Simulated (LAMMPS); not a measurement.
MD of Au (fcc) at zero pressure, 4000 atoms, as a crystal; each row is its own run.

Level of theory: classical MD, pair style eam, the elements' _u3.eam files (universal-3 set of Foiles, Baskes and Daw); code LAMMPS.

```csv
T (K),volume (Å³/atom)
200,17.104
300,17.169
800,17.541
1000,17.722
1200,17.938
```

Problem. Fit a straight line, y = a + b x, to these rows (x is the first column, y the second) and predict the run at x = 600.

Solution. Least squares gives a = 16.924 and b = 0.0008159. At x = 600 the fit predicts 17.413 Å³/atom. The run itself gave 17.3816 ± 0.0002 Å³/atom, so the fit is 0.18 % high.

Caution (row 1200): this crystal lies over the melting point of about 1120 K that EAM-type universal-3 set of Foiles, Baskes and Daw gives, so it is superheated.
